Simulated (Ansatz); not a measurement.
The starting structures come from a database of crystals and need not be the phases stable at ambient conditions.

 Where the default PAW files enter, the runs use the earlier of Ansatz's two default sets.

```
CELL_PARAMETERS angstrom
      6.50459     0.00000     0.00000
      0.00000     6.50459     0.00000
      3.25230    -3.25230     4.59944
ATOMIC_POSITIONS crystal
  K  0.50000 0.50000 0.00000
  Rb 0.25000 0.25000 0.50000
  Rb 0.75000 0.75000 0.50000
  Sc 0.00000 0.00000 0.00000
  F  0.22141 0.22141 0.00000
  F  0.77859 0.77859 0.00000
  F  0.77859 0.22141 0.00000
  F  0.22141 0.77859 0.00000
  F  0.77859 0.22141 0.44282
  F  0.22141 0.77859 0.55718
```

Space group of this cell: Fm-3m. The cell is taken as given; by r2SCAN its mean pressure is -2.3 GPa.

Transport runs along the normal of the first two printed cell vectors, the (001) plane of the conventional cell.

The gap is the functional's own. No spin-orbit coupling. Mid-gap values are interpolated on the energy grid.

**Question.** Give the band gap and the smallest decay constant κ at mid-gap that r2SCAN in Ansatz (a first-principles code) yields.

**Answer.** Gap 7.15 eV on a 8×8×8 mesh; κ = 0.515 1/Å, at the zone centre.
